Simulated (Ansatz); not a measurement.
A working Ansatz (a program for electronic structure) input for Li₃Au (P1, 4 atoms in the cell) (DFT, r2SCAN, plane waves, default PAW files made with PBE):

Ansatz 0.2 input:
```yaml
crystal:
  lattice:
    - [0.000000, 3.151000, 3.151000]
    - [3.151000, 0.000000, 3.151000]
    - [3.151000, 3.151000, 0.000000]
  atoms:
    - { symbol: Li, position_ang: [1.565760, 1.572689, 1.549747] }
    - { symbol: Li, position_ang: [4.714488, 4.719498, 4.731321] }
    - { symbol: Li, position_ang: [3.155638, 3.138935, 3.138538] }
    - { symbol: Au, position_ang: [0.017113, 0.021874, 0.033391] }
kpoints:
  mp_grid: { grid: [8, 8, 8] }
hamiltonian:
  xc: r2scan
  pseudopotentials: { kind: paw }
scf:
  occupations: { method: gaussian, width: 0.1 }
output:
  forces: true
  eigenvalues: true
  stress: true
```

The run converged in 8 iterations: free energy E − TS (on the zero of these files) -13780.4528 eV; Fermi level (on the code's own zero) 7.00 eV; pressure -0.69 GPa; largest force (vector length) 0.124 eV/Å. Each of these slips is then made, one at a time:

(1)
```diff
-    - { symbol: Li, position_ang: [1.565760, 1.572689, 1.549747] }
-    - { symbol: Li, position_ang: [4.714488, 4.719498, 4.731321] }
-    - { symbol: Li, position_ang: [3.155638, 3.138935, 3.138538] }
-    - { symbol: Au, position_ang: [0.017113, 0.021874, 0.033391] }
+    - { symbol: Li, position_ang: [0.247013, 0.244814, 0.252093] }
+    - { symbol: Li, position_ang: [0.751561, 0.749970, 0.746217] }
+    - { symbol: Li, position_ang: [0.495375, 0.500675, 0.500801] }
+    - { symbol: Au, position_ang: [0.006056, 0.004544, 0.000889] }
```

(2)
```diff
-  mp_grid: { grid: [8, 8, 8] }
+  mp_grid: { grid: [1, 1, 1] }
```

Question: How does each altered input end?

Answer: 
(1) Fractional and Cartesian coordinates mixed up. The run converged in 13 iterations without an error; against the sound input the free energy rises by 263 eV/atom, the pressure goes from -0.69 to 2202 GPa and the largest force goes from 0.124 to 4421 eV/Å.

(2) A single k-point for a small metallic cell. The run converged in 13 iterations without an error; against the sound input the free energy goes up by 1.39 eV/atom, the pressure goes from -0.69 to 3.11 GPa and the largest force goes from 0.124 to 0.316 eV/Å.

The starting cell comes from a database of published, mostly measured structures (it also holds non-ambient and calculated ones), without a prior relaxation at this level. Its atoms were displaced at random from the sites of space group no. 225. Ansatz's pressure includes its estimate of the finite-basis (Pulay) stress.

Left out of this page: 4 runs of the series outside the window shown, repeating another row's setting, or not comparable.
